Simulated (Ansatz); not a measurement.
Input and output of a self-consistent single point for a (001) slab of PtSe2 (cut from a parent of space group no. 164; 6 atoms in the cell) (Ansatz, a first-principles code).

Level of theory: PBE (plane waves, PAW; Ansatz).

```
CELL_PARAMETERS angstrom
      3.71881     0.00000     0.00000
     -1.85940     3.22058     0.00000
      0.00000     0.00000    21.64779
ATOMIC_POSITIONS crystal
  Pt 0.00000 0.00000 0.38302
  Se 0.33333 0.66667 0.44268
  Se 0.66667 0.33333 0.32336
  Pt 0.00000 0.00000 0.61698
  Se 0.33333 0.66667 0.67664
  Se 0.66667 0.33333 0.55732
```

Reference input (self-consistent single point, DFT, PBE, plane waves, default PAW files): basis.ecutwfc = 420 eV; kpoints.mp_grid.grid = 7 7 1; hamiltonian.xc = pbe; hamiltonian.pseudopotentials = {kind: paw} (the program's default PAW files); scf.occupations.method = fermi_dirac; scf.occupations.width = 0.01 eV. This run's input differs from it in these lines:

Ansatz 0.2 input:
```diff
@@ -15,3 +15,3 @@
 kpoints:
-  mp_grid: { grid: [7, 7, 1] }
+  mp_grid: { grid: [8, 8, 1] }
 hamiltonian:
```

The program printed (abridged):

```
SCF iter   1: F=—  HF=-46924.599733 eV  |F-HF|=—  |Δ(HF+E_count)|=         —  Δρ=2.76e-3  dr2=2.74e-2  ethr=1.77e-3  ⟨swp⟩=8.8  Hψ=2387  notcnv=0  defer=3
all-band conjugate gradients solve this SCF's bands
preconditioner: auto → Resta (q_TF=auto, 2.328 Å⁻¹)
SCF iter   2: F=—  HF=-46924.596534 eV  |F-HF|=—  |Δ(HF+E_count)|=   3.20e-3  Δρ=1.36e-3  dr2=1.39e-2  ethr=2.74e-5  ⟨swp⟩=2.9  Hψ=973  notcnv=0  defer=56
   [... lines left out ...]
SCF iter   5: F=—  HF=-46924.595553 eV  |F-HF|=—  |Δ(HF+E_count)|=   7.36e-5  Δρ=8.19e-5  dr2=2.23e-5  ethr=1.47e-6  ⟨swp⟩=2.2  Hψ=633  notcnv=0  defer=56
SCF iter   6: F=—  HF=-46924.595662 eV  |F-HF|=—  |Δ(HF+E_count)|=   1.09e-4  Δρ=2.63e-5  dr2=1.97e-6  ethr=2.23e-8  ⟨swp⟩=2.0  Hψ=773  notcnv=0  defer=56
SCF iter   7: F=—  HF=-46924.595662 eV  |F-HF|=—  |Δ(HF+E_count)|=   6.74e-7  Δρ=1.01e-5  dr2=2.33e-7  ethr=1.97e-9  ⟨swp⟩=2.0  Hψ=759  notcnv=0  defer=56
SCF iter   8: F=-46924.595663 eV  HF=-46924.595663 eV  |F-HF|=4.29e-9  |Δ(HF+E_count)|=   2.96e-7  Δρ=1.75e-6  dr2=1.02e-8  ethr=1.00e-10  ⟨swp⟩=13.6  Hψ=2844  notcnv=0
SCF 1 converged in 8 iterations: F = -46924.595663 eV  dr2 = 1.02e-8
Free energy (F): -46924.595663 eV
Internal energy: -46924.595663 eV  (E = F + TS)
E sigma→0 (E₀):  -46924.595663 eV
Fermi energy:    3.718940 eV
--- Forces (eV/Å), atoms counted from 1 ---
  atom   1  Pt     0.00000000    -0.00000000     0.14961708
  atom   2  Se     0.00000000    -0.00000000     0.11344054
  atom   3  Se    -0.00000000     0.00000000    -0.49989774
  atom   4  Pt    -0.00000000     0.00000000    -0.14961708
  atom   5  Se     0.00000000    -0.00000000     0.49989774
  atom   6  Se    -0.00000000     0.00000000    -0.11344054
--- Stress (GPa, compression-positive) ---
        2.434148       0.000000       0.000000
        0.000000       2.434148       0.000000
        0.000000       0.000000       1.720064
  P = ⅓ Tr σ = 2.1961 GPa (21.961 kbar)
  The stress holds the Pulay correction. Without it, at fixed plane waves, as pw.x and ABINIT print it: P = 2.1810 GPa
```

The run converged in 8 iterations. Against the reference run the free energy is nearly the same (within 1 meV/atom), the largest force hardly changes (0.509 to 0.500 eV/Å) and the gap on the mesh goes from 0.468 to 0.344 eV.

The starting cell has typed, rounded lattice constants, without a prior relaxation at this level. The slab is cut from that crystal, and its faces are unrelaxed. Its lattice was rescaled by up to half a per cent. Spin-orbit coupling is off. Spin polarisation is off, though cut faces can carry moments; a gap of a slab can lie between surface states.
